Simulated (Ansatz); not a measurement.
Given:

End structure of a constructed model of the (111) surface of fcc Au, a layer of V in place of the third plane (bottom of the slab: a bare face, its two planes held):

```
CELL_PARAMETERS angstrom
      2.93959     0.00000     0.00000
     -1.46980     2.54576     0.00000
      0.00000     0.00000    28.50000
ATOMIC_POSITIONS crystal
  Au 0.33333 0.66667 0.28588
  Au 0.66667 0.33333 0.37010
  Au 0.00000 0.00000 0.45548
  V  0.33333 0.66667 0.53082
  Au 0.66667 0.33333 0.60603
  Au 0.00000 0.00000 0.69198
```

Model: 6-atom slab, 12.2 Å thick at the start, 15x15x1 mesh, Fermi-Dirac 0.1 eV, dipole correction, 2 atoms held, the rest relaxed; start symmetry kept, larger cells not searched; spin-polarised, no spin-orbit, no U. The starting moment vanished. In PBE it is, or lies within 0.01 eV a 1x1 cell of, the lowest of the 2 structures of its composition computed so far; larger cells were not tried.

Q: Predict the work function of the top face from PBE (Ansatz, a program for electronic structure).

A: 4.96 eV
